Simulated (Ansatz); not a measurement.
Here is the system:

```yaml
crystal:
  lattice:
    - [3.86945, 0.00000, 0.00000]
    - [0.00000, 3.86945, 0.00000]
    - [0.00000, 0.00000, 15.00000]
  atoms:
    - { symbol: Se, position: [0.25000, 0.75000, 0.50000] }
    - { symbol: Mg, position: [0.75000, 0.25000, 0.50000] }
```

No spin polarisation.

Calculations: Kohn–Sham DFT with the r2SCAN functional, run in Ansatz (a program for electronic structure) with PAW and 500 eV plane waves, no spin-orbit coupling. Settings: 9×9×1 k-points, 0.05 eV Fermi–Dirac smearing. The cell is a slab with vacuum along z.

### Question
Predict the band gap.

### Answer
1.97 eV.

### Question
Predict the gap character.

### Answer
Direct at M.

### Question
Estimate the layer's space group (with vacuum).

### Answer
P4/mmm (No. 123).

Whether these cells are dynamically stable was not tested. The cell was made from MgSe in the rock salt structure (space group Fm-3m, No. 225) by this change: a free-standing slab of 1 layer (2 atoms, 2 a layer) is cut normal to the z axis, with 15 Å of vacuum and the in-plane cell held at bulk; forces were under the threshold from the start, so the atoms kept their bulk positions.
